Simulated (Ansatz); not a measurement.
Results of r²SCAN (Ansatz, a quantum-chemistry and plane-wave program, PAW) for Al₁₂W (Im-3, No. 204).

Numerical settings: plane-wave cutoff 600 eV, 12×12×12 k mesh, Fermi–Dirac smearing 0.049 eV (set by the program), no spin polarisation, scalar-relativistic PAW data made under PBE.

Cell (relaxed at this level):

```xyz
13
Lattice="-3.7698 3.7698 3.7698 3.7698 -3.7698 3.7698 3.7698 3.7698 -3.7698" Properties=species:S:1:pos:R:3 pbc="T T T"
Al    -1.4542     2.3583     3.7698
Al     5.2241     1.4116     0.0000
Al     1.4542     2.3583     3.7698
Al     2.3156     1.4116     0.0000
Al     3.7698    -1.4542     2.3583
Al     3.7698     1.4542     2.3583
Al     0.0000     2.3156     1.4116
Al     0.0000     5.2241     1.4116
Al     2.3583     3.7698    -1.4542
Al     1.4116     0.0000     2.3156
Al     1.4116     0.0000     5.2241
Al     2.3583     3.7698     1.4542
W      0.0000     0.0000     0.0000
```

Give the computed Voigt–Reuss–Hill bulk modulus, Voigt–Reuss–Hill shear modulus (Hill average), Young modulus and Poisson ratio.


* **Voigt–Reuss–Hill bulk modulus**: 95.8 GPa
* **Voigt–Reuss–Hill shear modulus (Hill average)**: 63.2 GPa
* **Young modulus**: 155 GPa
* **Poisson ratio**: 0.229

Elastic constants are with the ions relaxed.

Spin–orbit coupling is not included.

The computed numbers hold no vibrational or temperature effects.
